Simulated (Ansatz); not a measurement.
# KTaO3: energy against strain

KTaO3 (cubic perovskite, Pm-3m, 12.345 Å³/atom at rest, cube axes along x, y and z) under a strain ε along a cube axis (axis z), the other axes held. LDA in Ansatz, a plane-wave DFT program (PAW, default set), 420 eV, 8×8×8 Γ-centred mesh, Fermi-Dirac smearing 0.05 eV; ions are relaxed within the symmetry of each cell.

Here s stands for strain and y for E less E0.

```csv
strain (%),E less E0 (meV/atom)
-1.20,2.90
-0.60,0.73
0.00,0.00
0.60,0.71
1.20,2.64
3.00,?
```

The 5 complete rows are fitted with a parabola, y against s. Least squares gives y = 0.019 - 0.0900·s + 1.9127·s². Residuals (row less fit): 0.019, -0.032, -0.019, 0.056, -0.025; standard error 0.053 (degrees of freedom: 2). Twice the quadratic coefficient over the volume, 2 × 1.9127 meV × 10⁴ × 0.1602 / 12.345 Å³, is the elastic constant C11 = 496 ± 10 GPa.

Question: Predict the withheld y at s = 3.00 from the fit, and compare with the calculation.

Answer: y = 0.019 - 0.0900 × 3.0 + 1.9127 × 3.0² = 16.963 meV/atom. The calculation gives 15.35 meV/atom, 1.613 meV/atom below the prediction (10.5 % of the range of y in the table). The row lies outside the fitted rows, so this is an extrapolation. From the scatter of the fitted rows alone, a prediction at this place has a standard error of 0.339 meV/atom, so the miss is 4.8 times that.

One order more, fitted to all 11 runs of the series, follows each within 0.02, so the miss is the next term of a smooth law. The primitive cell can neither tilt nor turn polar against its symmetry, as such crystals can under strain. Rows are the converged runs of the series near zero and its far end; series whose fitted rows scatter by over a few per cent of the range, as at a crossing or softening among them, aren't shown in this form. Most that stay on the fit to the last digits aren't either.
